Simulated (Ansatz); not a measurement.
TbPd3 (Pm-3m, No. 221) was calculated with LDA in Ansatz (PAW).

Run with plane-wave cutoff 500 eV, 14×14×14 k mesh, Fermi–Dirac smearing 0.1 eV, spin-polarised start, scalar-relativistic PAW data made under PBE.

Computed at the level's own relaxed cell.

**Question.** Predict the equilibrium volume per atom and equilibrium lattice constant a.

**Answer.** 
- equilibrium volume per atom: 16.08 Å³/atom
- equilibrium lattice constant a: 4.007 Å

The run finds no gap.

Note: the magnetic order was assumed, not searched for or taken from measurement; the 4f shell is treated without U or exact exchange, so its levels and filling can be wrong; the volume lies 5 % below that of the published cell.

Spin–orbit coupling is not included.

Computed values are for the static lattice.

Ansatz is an electronic-structure program.
